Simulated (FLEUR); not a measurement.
Equation of state of fcc Sr (space group 225): energy against volume (FLEUR, LDA)

```
Sr
1.0
    0.00000     2.81503     2.81503
    2.81503     0.00000     2.81503
    2.81503     2.81503     0.00000
Sr
1
Cartesian
  0.00000   0.00000   0.00000
```

Method of the run: LDA (Vosko-Wilk-Nusair), all-electron FLAPW (FLEUR), scalar-relativistic valence (FLEUR). Settings: Kmax = 4.33 1/bohr; GmaxXC = 17.3 1/bohr; xcFunctional = vwn; jspins = 1; l_soc = F; mode = hist; fermiSmearingEnergy = 0.00183747 Htr; mesh (inpgen div1-3) = 26 26 26; inpgen gamma flag = true; Gmax = 17.3 1/bohr; numbands = 0; maxIterBroyd = 15; imix = Anderson; alpha = 0.05; precondParam = 0; minDistance = 1e-05 me/bohr^3. The cell above is the first row's. The rows scale it uniformly. In all rows the k mesh is held. E is the free energy at the stated smearing, counted from the lowest row.

| V (Å^3/atom) | E (meV/atom) |
|---|---|
| 44.6148 | 15.71 |
| 45.5847 | 8.64 |
| 46.5545 | 3.79 |
| 47.5244 | 0.97 |
| 48.4943 | 0.00 |
| 49.4642 | 0.74 |
| 50.4341 | 3.03 |
| 51.4040 | 6.74 |
| 52.3739 | ? |

**Question.** Using the third-order Birch-Murnaghan form, a cubic in V^(-2/3), estimate the missing E at V = 52.3739 from the other rows, showing the fit.

**Answer.** With u = V^(-2/3) - 0.0758, the rows have u = 0.0036964, 0.0025647, 0.0014726, 0.0004177, -0.0006020, -0.0015882, -0.0025428, -0.0034672. Least squares gives E = 0.363 + 1101.1·u + 837121·u² - 3176549·u³. Residuals (row less fit): -0.001, 0.000, 0.000, 0.001, -0.004, 0.002, 0.002, -0.001; standard error 0.003 (degrees of freedom: 4). Its minimum lies at u = -0.0006552, so V0 = (0.0751448)^(-3/2) = 48.55. There d²E/du² = 1687000 and d³E/du³ = -1.906e7, so B0 = (4/9) × 48.55^(-7/3) × 1687000 × 0.160218 = 14.0 GPa (the last factor turns the table's units into GPa), and B0' = 4 + (2/3) × 0.0751448 × (-1.906e7)/1687000 = 3.4. At the withheld row, u = -0.0043630, so E = 0.363 + 1101.1 × (-0.0043630) + 837121 × (-0.0043630)² - 3176549 × (-0.0043630)³ = 11.758 meV/atom. The calculation gives 11.75 meV/atom, 0.008 meV/atom below the prediction (0.1 % of the range of E in the table). The row lies outside the fitted rows, so this is an extrapolation. From the scatter of the fitted rows alone, a prediction at this place has a standard error of 0.006 meV/atom, so the miss is 1.3 times that.

Carrying the step between the two nearest rows on in a straight line would have given 10.45, off by 1.30; series whose last step already gives the withheld value aren't shown. The reference cell has the volume at which an earlier scan in this program and functional put its minimum by a fit (its basis settings may differ). Values depend on the basis (sphere radii, cutoffs, local orbitals), which need not be converged. Cutoffs and mesh are single choices, not tested for convergence of this quantity. Series with a scatter that would blur these digits, or in which a gap closes, are not shown. Nor are scans whose minimum lies at an end fitted in this form.
